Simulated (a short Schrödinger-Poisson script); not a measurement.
# MOS inversion layer, Al2O3 on p-type Si(111)

Structure: MOS inversion layer, Al2O3 on p-type Si(111), at 300 K.

| layer | material | thickness (nm) | Na (cm⁻³) |
|---|---|---|---|
| 1 | Al2O3 | 2.7 | - |
| 2 | Si | 440 | 9.6e17 |

The device is made up for the run: typed textbook-type constants, with dimensions and the other settings drawn at random. Al2O3: permittivity 9, conduction-band edge (eV) 2.7, gap (eV) 6.8, electron mass (mₑ) 0.3. Si: permittivity 11.7, conduction-band edge (eV) 0, gap (eV) 1.124, Nv at 300 K (cm⁻³) 3.1e19.

Channel valleys (confinement mass, in-plane density-of-states mass, number): Δ6 0.258, 0.358, 6. At the gate the conduction-band edge of layer 1 lies 3.12 eV − eVg above the Fermi level of the channel; the field vanishes at the back. Gaps are held at their typed values at every temperature. Mesh 0.03 nm at interfaces.

From a short Schrödinger-Poisson script (our own, NumPy): 1D Poisson equation in equilibrium, electrons quantum, Hartree (BenDaniel-Duke, 12 states a valley, the channel's in-plane mass for all, wave functions ending at the dielectric), parabolic valleys, classical holes, full ionisation, no traps, pinning or gate leakage.

```csv
Vg (V),electrons (cm⁻²),C (μF/cm²),Δ6 E0 (meV),Δ6 E1 (meV)
0.3,1.05e6,0.298,437.7,546.8
0.35,5.23e6,0.290,396.0,507.8
0.4,2.65e7,0.283,354.1,468.4
0.45,1.35e8,0.276,311.9,428.7
0.5,6.94e8,0.273,269.6,388.7
0.55,3.57e9,0.280,227.2,348.6
0.6,1.80e10,0.337,185.4,309.1
0.65,8.03e10,0.561,146.6,272.5
0.7,2.63e11,0.971,115.9,244.0
0.75,5.91e11,1.33,94.7,225.2
0.8,1.02e12,1.55,80.3,213.1
0.85,1.52e12,1.69,69.8,205.0
0.9,2.05e12,1.78,61.7,199.2
0.95,2.61e12,1.84,55.1,194.9
1,3.19e12,1.89,49.6,191.7
1.05,3.79e12,1.93,44.8,189.1
1.1,4.39e12,1.97,40.6,187.1
1.15,5.01e12,1.99,36.9,185.5
1.2,5.64e12,2.02,33.5,184.2
1.25,6.27e12,2.04,30.3,183.2
1.3,6.91e12,2.06,27.4,182.3
```

Subbands count from the Fermi level.
